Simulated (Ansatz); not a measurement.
Ta2O5 (within 0.1 Å of Cmmm, No. 65, 7 atoms in the cell; start mp-1238961) was calculated with LDA (Ansatz, a program for electronic structure, PAW).

Numerical settings: plane-wave cutoff 520 eV, 10×10×6 k mesh (along the axes of the cell as run), Fermi–Dirac smearing 0.01 eV, scalar-relativistic PAW data made under PBE.

Cell (relaxed at this level):

```
CELL_PARAMETERS angstrom
      3.81015     0.00000    -0.03005
      0.00000     3.83722     0.00000
     -1.85521     0.00000     6.47482
ATOMIC_POSITIONS crystal
  Ta 0.64617 0.00000 0.79240
  Ta 0.35383 0.00000 0.20760
  O  0.65006 0.50000 0.80045
  O  0.34994 0.50000 0.19955
  O  0.18533 0.00000 0.87075
  O  0.81467 0.00000 0.12925
  O  0.50000 0.00000 0.50000
```

**Question.** What does this level give for the band gap and smallest direct gap on the k points sampled?

**Answer.** 
- band gap = 2.14 eV
- smallest direct gap on the k points sampled = 2.73 eV

Spin–orbit coupling is not included.

Static lattice: no zero-point or thermal effects.

A start named mp-… is a Materials Project structure, which need not be a measured phase.
